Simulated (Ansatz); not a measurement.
```
Ag
1.0
    2.87853     0.00000     0.00000
    1.43926     2.49288     0.00000
    1.43926    -0.83096     2.33217
Ag
1
Direct
  0.00000   0.00000   0.00000
```

No spin polarisation.

Calculations: PBEsol (Ansatz, a first-principles code), without spin-orbit coupling. Γ-centred 28×28×28 mesh, Fermi–Dirac width 0.1 eV.

What band gap does the calculation give?

Zero.

Predict the pressure (mean of the normal stresses, compression positive).

-0.6 GPa.

The cells carry an imposed strain or load. Stability against distortions was not tested. The cell was made from Ag in the fcc (Cu type) structure (space group Fm-3m, No. 225) by this change: biaxial strain +0.42 %, plane normal [111], relaxed out of plane.
